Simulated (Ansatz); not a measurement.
Worked example: zone-centre phonon calculation of TiSi (P6/mmm, 6 atoms in the cell) in Ansatz (an electronic-structure program).

Computed with PBE (plane waves, PAW; Ansatz).

```
TiSi
1.0
    5.63131     0.00000     0.00000
   -2.81565     4.87685     0.00000
    0.00000     0.00000     4.54398
Ti Si
3 3
Direct
  0.50000   0.00000   0.00000
  0.50000   0.50000   0.00000
  0.00000   0.50000   0.00000
  0.00000   0.00000   0.00000
  0.33333   0.66667   0.50000
  0.66667   0.33333   0.50000
```

Reference input (self-consistent single point, DFT, PBE, plane waves, default PAW files): basis.ecutwfc = 420 eV; kpoints.mp_grid.grid = 7 7 7; hamiltonian.xc = pbe; hamiltonian.pseudopotentials = {kind: paw}, with the files named one by one; scf.occupations.method = fermi_dirac; scf.occupations.width = 0.1 eV. This run's input differs from it in these lines:

```diff
@@ -22,6 +22,4 @@
   occupations: { method: fermi_dirac, width: 0.1 eV }
-output:
-  forces: true
-  eigenvalues: true
-  stress: true
+phonons:
+  method: dfpt
```

Output (repeated stretches shortened):

```
SCF iter   1: F=—  HF=-9407.060990 eV  |F-HF|=—  |Δ(HF+E_count)|=         —  Δρ=2.65e-3  dr2=9.82e-3  ethr=1.77e-3  ⟨swp⟩=5.5  Hψ=8256  notcnv=0
all-band conjugate gradients solve this SCF's bands
preconditioner: auto → Kerker (q_TF=auto, 2.327 Å⁻¹)
SCF iter   2: F=—  HF=-9407.061496 eV  |F-HF|=—  |Δ(HF+E_count)|=   5.06e-4  Δρ=1.39e-3  dr2=2.21e-3  ethr=2.05e-5  ⟨swp⟩=2.0  Hψ=2754  notcnv=0
   [... lines left out ...]
SCF iter   8: F=—  HF=-9407.061970 eV  |F-HF|=—  |Δ(HF+E_count)|=   5.81e-9  Δρ=6.62e-7  dr2=9.94e-10  ethr=1.73e-11  ⟨swp⟩=2.0  Hψ=2669  notcnv=0
SCF iter   9: F=—  HF=-9407.061970 eV  |F-HF|=—  |Δ(HF+E_count)|=   1.25e-9  Δρ=1.94e-7  dr2=5.88e-11  ethr=2.07e-12  ⟨swp⟩=2.0  Hψ=2727  notcnv=0
SCF iter  10: F=—  HF=-9407.061970 eV  |F-HF|=—  |Δ(HF+E_count)|=  1.29e-10  Δρ=8.14e-8  dr2=1.10e-11  ethr=1.00e-12  ⟨swp⟩=6.7  Hψ=9056  notcnv=0
SCF iter  11: F=-9407.061970 eV  HF=-9407.061970 eV  |F-HF|=3.64e-12  |Δ(HF+E_count)|=  9.09e-12  Δρ=4.44e-8  dr2=3.17e-12  ethr=1.00e-12  ⟨swp⟩=5.8  Hψ=8003  notcnv=0
SCF 1 converged in 11 iterations: F = -9407.061970 eV  dr2 = 3.17e-12
DFPT response loops at Γ: preconditioner auto → Kerker (q_TF=auto, 2.327 Å⁻¹) (partly filled bands, converged f_vac=0.010) …
Free energy (F): -9407.061970 eV
Internal energy: -9406.839875 eV  (E = F + TS)
E sigma→0 (E₀):  -9406.950922 eV
Entropy (-TS):   -0.222095 eV (-37.016 meV/atom)
Fermi energy:    7.924137 eV
--- Phonons (Γ-DFPT): 7 representative perturbations + reference, on 64 of 343 k-points (Σ response iterations 21) ---
  k mesh reduced under 4 symmetry operations, with k and −k counted as one. Each operation leaves every solved displacement unchanged or reverses it
  ASR residual: 9.632e-4 → 0.000e0 eV/Å²; symmetrization residual: 3.649e-6 eV/Å²
  ASR residual per site (eV/Å²): 9.63e-4 9.63e-4 9.63e-4 1.46e-5 3.11e-6 3.11e-6
  Γ frequencies (cm⁻¹): 0.00 0.00 0.00 111.06 111.06 122.43 122.43 167.95 180.60 180.60 188.84 198.57 198.57 211.27 211.27 285.07 298.93 303.24
  non-analytic LO–TO correction: not included (Born effective charges unavailable; polar crystals: no LO–TO splitting at Γ)
```

The run converged in 11 iterations. 

Summary of the result:
```
Item                                                                                                                                  Result
--------------------------------------------------------  ----------------------------------------------------------------------------------
Free energy E − TS (on the zero of these files)                                                                                -9407.0620 eV
Fermi level (on the code's own zero)                                                                                                 7.92 eV
Zone-centre frequencies (cm⁻¹; negative means imaginary)  0, 0, 0, 111, 111, 122, 122, 168, 181, 181, 189, 199, 199, 211, 211, 285, 299, 303
```

The starting cell was generated: these elements placed on a structure prototype, without a prior relaxation; it need not be a known phase or ordering of this composition. Spin polarisation is off.

Cost on one core of a shared machine: roughly 2 min.

Keys are those of Ansatz 0.2.
